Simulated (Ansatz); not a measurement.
# By hand: formation energy of Sr2P (R-3m) from the elements

Subject: the formation energy of Sr2P (R-3m) from the elements. Reaction: P (black phosphorus) + 2 Sr (fcc) → Sr2P (R-3m). A negative value means that the right-hand side lies lower. The value is per atom of the solid.

Sr2P (R-3m), 3 atoms in the cell; this is a cell from a database of computed structures that this text hasn't matched to a measured one. Conventional cell: a = 4.3974 Å, b = 4.3974 Å, c = 21.6243 Å, α = 90.00°, β = 90.00°, γ = 120.00°.

Method: Ansatz (a quantum-chemistry and plane-wave program), PAW, neutral cells at 0 K with nuclei at rest, on structures from PBE+D3(BJ). Ansatz runs with its default PAW set. Other levels take these structures. The lattices are those relaxed with PBE+D3(BJ), so at other levels the solids can be strained, which adds to the spread. A dispersion term (D3(BJ), or D4 for r2SCAN) was computed beside these levels and is taken off wherever the name lacks it.

Total energies of the cells in eV, at zero smearing width. They compare only within one column; the weights balance every element.

```tsv
cell	atoms	weight	PBE	RPBE
Sr2P (R-3m)	3	+4	-7846.71338	-7863.53264
P (black phosphorus)	4	−1	-3022.56607	-3035.41483
Sr (fcc)	1	−8	-3544.21691	-3551.00275
```

PBE: 4 × (-7846.71338) − (-3022.56607) − 8 × (-3544.21691) = -10.552 eV; dividing by 12 atoms gives -0.88 eV/atom.

RPBE: 4 × (-7863.53264) − (-3035.41483) − 8 × (-3551.00275) = -10.694 eV; dividing by 12 atoms gives -0.89 eV/atom.

What follows from the PBE value: A formula unit of Sr2P has 3 atoms, so it forms with -0.8793 × 3 = -2.638 eV, or -254.5 kJ/mol at 96.485 kJ/mol per eV.
